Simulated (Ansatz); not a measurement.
## Se under a change: biaxial strain −2.46 %, plane normal [001], relaxed out of plane

Consider Se (space group P3_121, No. 152; a = 4.507 Å, c = 4.989 Å; made of chains). Axes: x lies along a and z along c of the hexagonal cell.

It is then changed as follows: biaxial strain −2.46 %, plane normal [001], relaxed out of plane (Cartesian); in-plane vectors clamped, the third vector and the atoms free.

The values are results of r2SCAN (Ansatz, a first-principles code), no SOC, earlier PAW set, not measurements. Settings: 9×9×7 k-points, 0.05 eV Fermi–Dirac smearing.

| quantity | base | changed | shift |
|---|---|---|---|
| volume per atom | 29.25 Å³ | 28.08 Å³ | -1.17 Å³ |
| space group | P3_121 (No. 152) | P3_121 (No. 152) | – |
| shortest interatomic distance | 2.373 Å | 2.380 Å | +0.007 Å |
| pressure (mean of the normal stresses, compression positive) | 0.00 GPa | 0.26 GPa | +0.254 GPa |
| band gap | 1.33 eV | 1.16 eV | -0.17 eV |
| gap character | indirect, L → H | indirect, L → H | – |
| smallest direct gap | 1.55 eV | 1.34 eV | -0.201 eV |
| width of the top valence band | 1.39 eV | 1.59 eV | +0.20 eV |
| electron mass | 0.18 mₑ along c, 0.43 mₑ across (at H) | 0.15 mₑ out of plane, 0.35 mₑ in plane (at H) | – |
| out-of-plane strain | – | +0.92 % | – |
| ratio −ε⊥/ε∥ | – | 0.37 | – |
| mean in-plane stress (compression positive) | – | +0.4 GPa | – |

Effective masses come from finite differences of ±0.01 Å⁻¹. Whether these cells are dynamically stable was not tested. No dispersion term is included, though the crystal is made of layers, chains or molecules, so its spacings can come out too wide.
